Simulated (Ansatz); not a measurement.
Phonon-limited electron mobility of C (Fd-3m) in cm²/(V·s), r2SCAN, finite-displacement electron-phonon coupling, linearised Boltzmann equation run with Ansatz (a quantum-chemistry and plane-wave program). Condition of this run: hydrostatic pressure 25 GPa (the target of the relaxation). Geometry: relaxed with this functional, without spin-orbit coupling.

```
Condition     μ
---------  ----
150 K      5800
200 K      3700
250 K      2500
300 K       ___
350 K      1320
400 K       ___
500 K       580
600 K       366
```

### Question
Some entries are withheld; supply them.

### Answer

- 300 K, μ: 1800
- 400 K, μ: 987

### Question
What exponent p of μ ∝ T^−p fits 200 to 400 K (along x)?

### Answer
p ≈ 1.9; acoustic deformation-potential scattering alone gives 1.5.

Scattering by harmonic phonons alone: no impurities, screening or carrier-carrier scattering, bands fixed at 0 K. From a coarser fine mesh the values given move by up to 8 %. The mesh was bound by memory.
